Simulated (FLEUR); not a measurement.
A self-consistent single point of AlNi (Pm-3m, 2 atoms in the cell) with FLEUR.

Computed with PBE, all-electron FLAPW (FLEUR), scalar-relativistic valence.

The change in words: lattice scaled by 0.98. Reference geometry:
```
AlNi
1.0
    2.85971     0.00000     0.00000
    0.00000     2.85971     0.00000
    0.00000     0.00000     2.85971
Al Ni
1 1
Direct
  0.50000   0.50000   0.50000
  0.00000   0.00000   0.00000
```

Reference input (self-consistent single point, DFT, PBE, all-electron FLAPW (FLEUR), scalar-relativistic valence): Kmax = 4.6 1/bohr; GmaxXC = 18.4 1/bohr; xcFunctional = pbe; jspins = 1; l_soc = F; mode = gauss; fermiSmearingEnergy = 0.00499791 Htr; mesh (inpgen div1-3) = 15 15 15; inpgen gamma flag = false; Gmax = 18.4 1/bohr; numbands = 0; maxIterBroyd = 15. This run's input differs from it in these lines:

```diff
@@ -3,5 +3,5 @@
 &input film=f /
-5.4040686959 0.0000000000 0.0000000000
-0.0000000000 5.4040686959 0.0000000000
-0.0000000000 0.0000000000 5.4040686959
+5.2959876999 0.0000000000 0.0000000000
+0.0000000000 5.2959876999 0.0000000000
+0.0000000000 0.0000000000 5.2959876999
 1.0
@@ -43,5 +43,5 @@
          <bravaisMatrix>
-            <row-1>    5.4040686959000004     0.0000000000000000     0.0000000000000000</row-1>
-            <row-2>    0.0000000000000000     5.4040686959000004     0.0000000000000000</row-2>
-            <row-3>    0.0000000000000000     0.0000000000000000     5.4040686959000004</row-3>
+            <row-1>    5.2959876999000004     0.0000000000000000     0.0000000000000000</row-1>
+            <row-2>    0.0000000000000000     5.2959876999000004     0.0000000000000000</row-2>
+            <row-3>    0.0000000000000000     0.0000000000000000     5.2959876999000004</row-3>
          </bravaisMatrix>
```

The program printed (abridged):

```
 Iteration:     1   Distance:      14.57332599 me/bohr^3
 Iteration:     2   Distance:      10.06893568 me/bohr^3
 Iteration:     3   Distance:       6.29816201 me/bohr^3
 Iteration:     4   Distance:       4.47535562 me/bohr^3
 Iteration:     5   Distance:       2.84204534 me/bohr^3
   [... 6 lines left out ...]
 Iteration:    12   Distance:       0.00035617 me/bohr^3
 Iteration:    13   Distance:       0.00005453 me/bohr^3
 Iteration:    14   Distance:       0.00003001 me/bohr^3
 Iteration:    15   Distance:       0.00000043 me/bohr^3
 Run finished successfully
 Stop message:
   Structural relaxation: Done

[file out, last iteration]
             iter=     16
[...]
          total density-effective poten   -2.7861873369E+03
          total charge density-energy d   -8.2385468142E+01
 Updated energy parameters for spin:           1
[...]
 fermi energy and band-weighting factors:

[...]
FERMIE:
          first approx. to ef    (T=0)  :   0.422466 htr   (energy of the highest occ. eigenvalue)
          number of occ. states  (T=0)  :       1132
          first approx. to seigv (T=0)  :  -7.733859 htr
          sum of weights of occ. states :   9.504296
          sum of semicore charge        :   0.000000 e
          fermi energy=   0.42189 har   work function= -11.48022 ev
          number of valence electrons=  19.00000
     band-weighting factor for spin=    1
   [... lines left out ...]
          total moment                 =     0.00000
 Direct bandgap for spin            1 :    3.2201947625760619E-002  Htr
 ---->    free energy=                     -1763.6979639384 htr
   [... lines left out ...]
      extrapolation for T->0
 ---->    total electron energy=           -1763.6979639384 htr
 ***** TOTAL FORCES ON ATOMS *****
 TOTAL FORCE FOR ATOM TYPE=  1  X=  2.648   Y=  2.648   Z=  2.648
                       FX_TOT= 0.000000 FY_TOT= 0.000000 FZ_TOT= 0.000000
 TOTAL FORCE FOR ATOM TYPE=  2  X=  0.000   Y=  0.000   Z=  0.000
                       FX_TOT= 0.000000 FY_TOT= 0.000000 FZ_TOT= 0.000000
 Structural relaxation: Done
```

The run converged in 15 iterations. FLEUR gives forces in its relaxation mode, with a further iteration, so its stop message speaks of a relaxation. Against the reference run the total energy rises by 56.3 meV/atom.

The starting cell comes from a database of computed structures (which also holds hypothetical and non-ambient phases and stackings), without a prior relaxation at this level. For this run, on top of that: lattice scaled by 0.98. Spin polarisation is off. Values depend on the basis (sphere radii, cutoffs, local orbitals), which need not be converged. The log's line on a gap gives a spacing of levels on this mesh, which the program prints for metals too.

Cost on one core of a shared machine: roughly 2 min.
